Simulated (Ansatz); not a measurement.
H interstitial started on P in zinc-blende BP (start: bound to P, open side; 64-site cell, 2×2×2 shifted sampling). Method: PBE, PAW (plane waves to 420 eV; Ansatz, an electronic-structure program). Total energies of the localised charge states, counted from that of charge +1, and their image corrections (point charge with alignment); the host's valence-band maximum lies at 9.171 eV on the cells' energy zero and its gap is 1.25 eV.

```csv
charge,moment (μB),E − E(first) (eV),correction (eV)
+1,not spin-polarised,0.000,0.239
0,1.0,9.971,0.000
```

Q: Derive the transition levels above the valence-band maximum and say which of them are thermodynamic.

A: A level is the Fermi energy at which two charges have equal formation energy: ε(q/q′) = [E(q′) + corr(q′) − E(q) − corr(q)] / (q − q′) − E_VBM.
ε(+1/0) = [(9.971 + 0.000) − (0.000 + 0.239)] / 1 − 9.171 = 0.56 eV
Thermodynamic levels at least 0.1 eV inside the gap: (+1/0) at 0.56 eV. They hold to tenths of an eV in this cell. Only the charges listed were compared. Charge −1 has its level within 0.1 eV of a band edge or past it. The geometries come from one start. Flagged in the runs: a doubtful potential alignment, a strain field that reaches the edge of the cell.
